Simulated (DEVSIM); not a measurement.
Structure: Schottky contact on n-type Si, at 300 K.

```csv
layer (left to right),material,thickness (μm),Nd (cm⁻³),τn (s),τp (s)
1,Si,1.20,7.7e15,1.6e-5,1.6e-5
2,Si,29.0,7.5e17,1.6e-5,1.6e-5
```

Left contact: Schottky, work function 4.96 eV, emission velocity 6.8e6 cm/s. Right contact: ohmic. Voltage is applied to the left contact. Recombination: SRH at mid-gap, radiative, Auger. Mobility is constant in doping.

This is a model device: material constants are rounded textbook-type values typed into the input, and sizes, dopings and lifetimes were drawn at random. Values at 300 K.

```csv
parameter,Si
gap (eV),1.124
affinity (eV),4.05
permittivity,11.7
Nc (cm⁻³),2.86e19
Nv (cm⁻³),3.1e19
μn (cm²/Vs),1417
μp (cm²/Vs),470
B (cm³/s),4.7e-15
Cn (cm⁶/s),2.8e-31
Cp (cm⁶/s),9.9e-32
```

Model (solved in DEVSIM): 1D drift-diffusion, Boltzmann statistics, complete ionisation; no tunnelling, impact ionisation, image-force lowering or self-heating. Metal contacts follow the ideal Schottky-Mott rule: no Fermi-level pinning, no interface dipoles.

Problem. Tabulate band edges, carrier densities and field at -20.0 V on the left contact.

Solution. Energies count from the Fermi level of the right contact; mesh points crowd at the junctions.

```csv
x (μm),Ec (eV),Ev (eV),n (cm⁻³),p (cm⁻³),field (V/cm)
0.000,20.910,19.786,280,7.9e15,-240000
0.03195,20.136,19.012,290,1100,-240000
0.1046,18.418,17.294,310,330,-230000
0.2701,14.746,13.622,360,300,-210000
0.7681,5.656,4.532,580,190,-150000
1.024,2.131,1.007,770,< 1e2,-120000
1.137,0.829,-0.295,340000,< 1e2,-110000
1.196,0.209,-0.915,8.8e15,< 1e2,-100000
1.222,0.095,-1.029,7.2e17,< 1e2,-2100
1.285,0.094,-1.030,7.5e17,< 1e2,≈ 0
1.431,0.094,-1.030,7.5e17,< 1e2,≈ 0
1.944,0.094,-1.030,7.5e17,< 1e2,≈ 0
2.983,0.094,-1.030,7.5e17,< 1e2,≈ 0
5.429,0.094,-1.030,7.5e17,< 1e2,≈ 0
14.49,0.094,-1.030,7.5e17,< 1e2,≈ 0
23.25,0.094,-1.030,7.5e17,120,≈ 0
27.26,0.094,-1.030,7.5e17,140,≈ 0
28.96,0.094,-1.030,7.5e17,150,≈ 0
29.82,0.094,-1.030,7.5e17,150,≈ 0
30.05,0.094,-1.030,7.5e17,150,≈ 0
30.15,0.094,-1.030,7.5e17,150,≈ 0
30.20,0.094,-1.030,7.5e17,150,≈ 0
```
